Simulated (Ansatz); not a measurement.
# WC: response to strain

Base system: WC (space group P-6m2, No. 187; a = 2.9225 Å, c = 2.8462 Å; relaxed with 0.1 eV smearing). Axes: x lies along a and z along c of the hexagonal cell.

Strains are applied to the cell and any free atomic positions relax; under biaxial strain the out-of-plane vector relaxes too.

Computed with Ansatz (an electronic-structure program), PBE, PAW, cutoff 420 eV, spin-orbit coupling left out.

Candidates:
(a) biaxial strain −0.50 %, plane normal [001], relaxed out of plane
(b) biaxial strain +1.00 %, plane normal [001], relaxed out of plane
(c) biaxial strain −2.50 %, plane normal [001], relaxed out of plane

Task: Order them by out-of-plane strain, lowest first.

Result: (b) biaxial strain +1.00 %, plane normal [001], relaxed out of plane (-0.35 %), (a) biaxial strain −0.50 %, plane normal [001], relaxed out of plane (+0.18 %), (c) biaxial strain −2.50 %, plane normal [001], relaxed out of plane (+0.96 %)

No phonon test of stability was made. The final runs are not spin-polarised.
